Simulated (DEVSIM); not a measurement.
Device: illuminated Si p-on-n cell, one wavelength, at 300 K.

```tsv
layer (left to right)	material	thickness (μm)	Nd (cm⁻³)	Na (cm⁻³)	τn (s)	τp (s)	absorption coefficient (cm⁻¹)
1	Si	0.0500	-	1.6e18	8.1e-7	4.8e-8	190
2	Si	160	2.1e17	-	1.1e-6	1.1e-6	190
```

Left contact: ohmic, minority electron recombination velocity 4000 cm/s. Right contact: ohmic, minority hole recombination velocity 2e6 cm/s. Voltage is applied to the left contact. Recombination: SRH at mid-gap, radiative, Auger. Gap narrowing is on: ΔEg = 6.92 meV × (l + √(l² + 0.5)), l = ln(N/1.3e17 cm⁻³), shared equally by both band edges. Light enters at the left, 5.9e16 photons cm⁻² s⁻¹, one pass, no reflection. Mobility is constant in doping. Where it depends on doping, it is μmin + (μ − μmin)/(1 + (N/Nref)^α).

This is a model device: material constants are rounded textbook-type values typed into the input, and sizes, dopings and lifetimes were drawn at random. Values at 300 K. The table also holds parameters that only a changed run uses.

| parameter | Si |
|---|---|
| gap (eV) | 1.124 |
| affinity (eV) | 4.05 |
| permittivity | 11.7 |
| Nc (cm⁻³) | 2.86e19 |
| Nv (cm⁻³) | 3.1e19 |
| μn (cm²/Vs) | 1417 |
| μp (cm²/Vs) | 470 |
| μn,min | 52 |
| μp,min | 45 |
| Nref,n | 9.7e16 |
| Nref,p | 2.2e17 |
| αn | 0.68 |
| αp | 0.72 |
| B (cm³/s) | 4.7e-15 |
| Cn (cm⁶/s) | 2.8e-31 |
| Cp (cm⁶/s) | 9.9e-32 |

Model (solved in DEVSIM): 1D drift-diffusion, Boltzmann statistics, complete ionisation; no tunnelling, impact ionisation, image-force lowering or self-heating.

Base results: fill factor 0.82; short-circuit current (mA/cm²) 3.86; dark forward voltage at 100 A/cm² (V) 0.879; largest power (mW/cm²) 1.85.

**Question.** What follows from this one change: photon flux 5.9e+16 → 1.8e+18 cm^-2 s^-1?

**Answer.** fill factor 0.82 → 0.84; short-circuit current 3.86 → 118 mA/cm²; dark forward voltage at 100 A/cm² little changed (0.879 V); largest power 1.85 → 66.4 mW/cm².

**Question.** What follows from this one change: doping-dependent mobility in place of the constant one?

**Answer.** fill factor little changed (0.82); short-circuit current 3.86 → 3.22 mA/cm²; dark forward voltage at 100 A/cm² 0.879 → 0.926 V; largest power 1.85 → 1.54 mW/cm².
